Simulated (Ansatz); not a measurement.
Band structure of Nb6GePt (Pm-3, 8 atoms in the cell).

```xyz
8
Lattice="5.0662 0.0000 0.0000 0.0000 5.0662 0.0000 0.0000 0.0000 5.0662" Properties=species:S:1:pos:R:3 pbc="T T T"
Nb     0.0000     2.5331     3.7991
Nb     0.0000     2.5331     1.2671
Nb     3.7991     0.0000     2.5331
Nb     1.2671     0.0000     2.5331
Nb     2.5331     3.7991     0.0000
Nb     2.5331     1.2671     0.0000
Ge     0.0000     0.0000     0.0000
Pt     2.5331     2.5331     2.5331
```

Method of the run: LDA (PW92), PAW files made with PBE (plane waves; Ansatz, an electronic-structure program).

Settings: kpoints.mp_grid.grid = 5 5 5; hamiltonian.xc = lda; hamiltonian.pseudopotentials = {kind: paw} (the program's default PAW files); scf.occupations.method = gaussian; scf.occupations.width = 0.1 eV; kpoints.band_path.npoints = 8.

The starting cell comes from a database of computed structures (which also holds hypothetical and non-ambient phases and stackings), without a prior relaxation at this level. Its lattice was rescaled by a random factor within 2.5 % of one. Spin-orbit coupling is off. Spin polarisation is off.

Levels in eV from the Fermi level, bands 53 to 60:
```csv
point,53,54,55,56,57,58,59,60
Γ,-1.33,-0.08,-0.08,-0.08,-0.08,-0.08,2.55,2.55
X,-0.73,-0.49,-0.29,-0.15,0.08,0.69,1.79,2.00
M,-0.10,-0.09,-0.09,0.28,0.92,0.92,1.25,1.52
R,-0.37,-0.37,0.44,0.44,0.44,0.89,0.89,0.89
```

Bands cross the Fermi level along this path, so the cell is metallic at this level.

Keys are those of Ansatz 0.2.
